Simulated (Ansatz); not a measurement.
**A computed series for CdS: response to strain**

Take CdS in the zinc blende structure (space group F-43m, No. 216; a = 5.878 Å) as the base. Axes: x, y, z lie along the cube axes.

Strains are applied to the cell and any free atomic positions relax.

Computed with plane-wave PAW DFT at the r2SCAN level (Ansatz, a quantum-chemistry and plane-wave program, 500 eV), no spin-orbit coupling.

Notes on the quantities. energy relative to the base: free energy F.

```tsv
uniaxial strain ε_zz (%)	energy relative to the base (meV/atom)
0	0.0
0.5	0.1
1	0.6
1.5	1.3
2	?
2.5	3.5
3	5.1
```

Q: Fit ΔE = Aε² + Bε³ (ε in %) to the rows shown and predict the withheld row.

A: Least squares on the printed values gives A = 0.571 and B = -0.0020 meV/atom (largest residual 0.0 meV/atom); this predicts 2.3 meV/atom, and the run gives 2.3 meV/atom, in agreement.

No phonon test of stability was made.
